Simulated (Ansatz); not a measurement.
The reference is Cs$_{2}$PtH$_{6}$ (space group Fm-3m, No. 225; a = 8.977 Å; a cell from a computed database, its experimental status unchecked).

The values are results of r2SCAN (Ansatz, a first-principles code, PAW, spin-orbit coupling left out), earlier PAW set, not measurements.

One change was made to it. Results:

```json
[
 {"quantity": "band gap", "base": "4.24 eV", "after": "2.73 eV"},
 {"quantity": "gap character", "base": "direct at X", "after": "direct at W"},
 {"quantity": "width of the top valence band", "base": "0.49 eV", "after": "1.86 eV"},
 {"quantity": "density", "base": "4.29 g/cm³", "after": "7.62 g/cm³"}
]
```

Task: Which change produced these results?
A. pressure −1 GPa
B. pressure 4.2 GPa
C. pressure 30 GPa
D. pressure −2 GPa
E. pressure 60 GPa

Result: C, pressure 30 GPa. For comparison, the band gap in the other runs: pressure −1 GPa gives 4.31 eV; pressure 60 GPa gives 1.63 eV; pressure −2 GPa gives 4.35 eV; pressure 4.2 GPa gives 3.99 eV.

Spin-orbit coupling, missing from the scalar runs, can matter with Pt. Load acts through the strain it causes; cell and atoms are relaxed under it. Whether these cells are dynamically stable was not tested. Competing high-pressure phases were not computed.
